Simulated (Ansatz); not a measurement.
The starting structures come from a database of crystals and need not be the phases stable at ambient conditions.

Inside the gap of an insulator the Bloch states are evanescent, with a wavenumber k + iκ along the transport direction.

Input:

```yaml
crystal:
  lattice:
    - [3.97246, 0.00000, 0.00000]
    - [1.07744, 7.18258, 0.00000]
    - [-1.78586, 0.04800, 3.41697]
  atoms:
    - { symbol: Ca, position: [0.01940, 0.24753, 0.22555] }
    - { symbol: Ca, position: [0.98060, 0.75247, 0.77445] }
    - { symbol: C, position: [0.59949, 0.93984, 0.13145] }
    - { symbol: C, position: [0.40051, 0.06016, 0.86855] }
    - { symbol: C, position: [0.36559, 0.56604, 0.44816] }
    - { symbol: C, position: [0.63441, 0.43396, 0.55184] }
```

Space group of this cell: P-1. The cell is taken as given.

Transport runs along the normal of the first two printed cell vectors.

No gap correction and no spin-orbit coupling; mid-gap values are interpolated between computed energies.

Q: Give the band gap and the smallest decay constant κ at mid-gap that Ansatz (a first-principles code) with r2SCAN yields.

A: Gap 2.68 eV on a 10×4×10 mesh; κ = 0.329 1/Å, at (0.500, 0.500) of the in-plane reciprocal vectors. At the zone centre, at the nearest computed energy, the slowest state has κ = 0.48 1/Å.
